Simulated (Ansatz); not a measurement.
Adsorption energy and surface dipole of F on the 1x1 (111) surface of fcc Ag, one in a 1x1 cell, started at the site 'bridge Ag-Ag (span 2.9 Å)', worked from the runs' numbers; total energies count from the potentials' own zero.

The numbers are results of PBE (plane waves to 420 eV, PAW; Ansatz, an electronic-structure program), not measurements.

Model: 5-atom slab, 7.1 Å thick at the start under the adsorbate (thin: gaps and levels are the slab's own), 12x12x1 mesh, Fermi-Dirac 0.1 eV, dipole correction, 2 atoms held, the rest relaxed; start symmetry kept, larger cells not searched; no spin, no spin-orbit, no U, no dispersion correction. At the end it is bonded to 3 Ag. In PBE it is, or lies within 0.03 eV of, the lowest of the starts that converged.

| quantity | value |
|---|---|
| slab with the adsorbate | -31168.778 eV |
| clean slab, same cell and mesh | -30361.527 eV |
| reference, ½ F2(g) | -805.593 eV |
| area of the cell | 7.45 Å² |
| change of the step from the bottom to the top vacuum level | 5.033 eV |

Question: What is the adsorption energy against this reference?

Answer: E(slab + adsorbate) − E(slab) − E(reference) = -1.66 eV, so in this state the adsorbate is more stable than in the reference, at a coverage of 13.42 a nm².

Question: What dipole does adsorption add to the slab along the outward normal (Helmholtz relation, ε₀ = 0.005526 e/(V·Å))?

Answer: p = −ε₀·A·ΔV = -0.207 e·Å = -1.00 D; its negative end points to the vacuum, which raises the vacuum level.
